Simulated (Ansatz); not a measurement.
Base system: Mg₂Si (space group Fm-3m, No. 225; a = 6.326 Å).

Structures relaxed with PBEsol in Ansatz (plane waves to 420 eV, PAW, no SOC).

Base:

Simulated powder pattern, Cu Kα, λ = 1.54184 Å (kinematic, ideal powder, no thermal factors, no anomalous dispersion; the 8 strongest lines at most, above 2 %, up to 2θ = 90°):

| 2θ (°) | I/Imax (%) | hkl |
|---|---|---|
| 24.37 | 36 | (111) |
| 28.21 | 11 | (200) |
| 40.32 | 100 | (220) |
| 47.68 | 15 | (311) |
| 58.35 | 16 | (400) |
| 64.17 | 6.2 | (331) |
| 73.31 | 31 | (422) |
| 87.16 | 9.8 | (440) |

One thing is altered: every Si is replaced by S; the structure is relaxed again.

After the change:

Simulated powder pattern, Cu Kα, λ = 1.54184 Å (kinematic, ideal powder, no thermal factors, no anomalous dispersion; the 8 strongest lines at most, above 2 %, up to 2θ = 90°):

```tsv
2θ (°)	I/Imax (%)	hkl
24.09	44	(111)
27.88	5.8	(200)
39.85	100	(220)
47.10	17	(311)
57.62	16	(400)
63.35	6.7	(331)
72.34	31	(422)
85.92	9.6	(440)
```

The indices refer to each structure's own conventional cell; one index is shown for lines that coincide.

Stability against distortions was not tested. As relaxed here, Mg2S is a hypothetical phase, not in the database extracts checked. The final runs are not spin-polarised.

Ansatz is a program for electronic structure.
